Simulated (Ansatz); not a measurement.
The starting structures come from a database of crystals and need not be the phases stable at ambient conditions.

The decay constant κ of evanescent states in the gap governs leakage through a thin film.

```
PbCO3
1.0
    5.26135     0.00000    -0.00310
    0.00000     8.64353     0.00000
    0.00526     0.00000     6.25021
Pb C O
4 4 12
Cartesian
  3.94997   5.03594   4.70928
  1.31664   3.60759   1.53784
  1.31927   0.71417   4.66294
  3.94734   7.92935   1.58417
  3.95077   2.06667   5.71436
  1.31584   6.57686   0.53275
  1.31847   6.38843   3.65785
  3.94814   2.25510   2.58926
  3.95076   0.77028   5.65836
  1.31585   7.87325   0.58875
  1.31848   5.09205   3.71385
  3.94813   3.55148   2.53326
  2.82780   2.71731   5.69911
  2.43881   5.92622   0.54800
  2.44144   7.03908   3.67311
  2.82517   1.60445   2.57401
  5.07359   2.71745   5.69807
  0.19302   5.92608   0.54904
  0.19566   7.03921   3.67415
  5.07096   1.60431   2.57297
```

Space group of this cell: P2_1/c. The cell was relaxed by PBE-D3(BJ); by PBEsol its mean pressure is -4.2 GPa.

Transport runs along the normal of the first two printed cell vectors.

No gap correction and no spin-orbit coupling; mid-gap values are interpolated between computed energies.

Question: Predict the band gap and the smallest decay constant κ at mid-gap from Ansatz (a quantum-chemistry and plane-wave program) with PBEsol.

Answer: Gap 3.19 eV on a 6×4×6 mesh; κ = 0.506 1/Å, at the zone centre.
